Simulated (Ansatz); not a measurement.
The starting structures come from a database of crystals and need not be the phases stable at ambient conditions.

 Where the default PAW files enter, the runs use the earlier of Ansatz's two default sets.

The decay constant κ of evanescent states in the gap governs leakage through a thin film.

Data:

```yaml
crystal:
  lattice:
    - [4.94923, 0.00000, 0.00000]
    - [-2.28676, 5.73688, 0.00000]
    - [-1.86803, -0.27183, 5.32115]
  atoms:
    - { symbol: Si, position: [0.32990, 0.22656, 0.77515] }
    - { symbol: Si, position: [0.76311, 0.43246, 0.34377] }
    - { symbol: Si, position: [0.64013, 0.88025, 0.59440] }
    - { symbol: Si, position: [0.15606, 0.68909, 0.97224] }
    - { symbol: P, position: [0.83947, 0.31931, 0.01624] }
    - { symbol: P, position: [0.38015, 0.12328, 0.41151] }
    - { symbol: P, position: [0.23263, 0.56337, 0.64245] }
    - { symbol: P, position: [0.65797, 0.75796, 0.22789] }
    - { symbol: Ru, position: [0.00068, 0.99922, 0.99815] }
```

Space group of this cell: P1. The cell is taken as given.

Transport runs along the normal of the first two printed cell vectors.

The gap is the functional's own. No spin-orbit coupling. Mid-gap values are interpolated on the energy grid.

Question: State the band gap and the smallest decay constant κ at mid-gap according to r2SCAN in Ansatz (a program for electronic structure).

Answer: Gap 1.67 eV on a 8×6×6 mesh; κ = 0.157 1/Å, at (0.500, 0.500) of the in-plane reciprocal vectors. At the zone centre, at the nearest computed energy, the slowest state has κ = 0.17 1/Å.
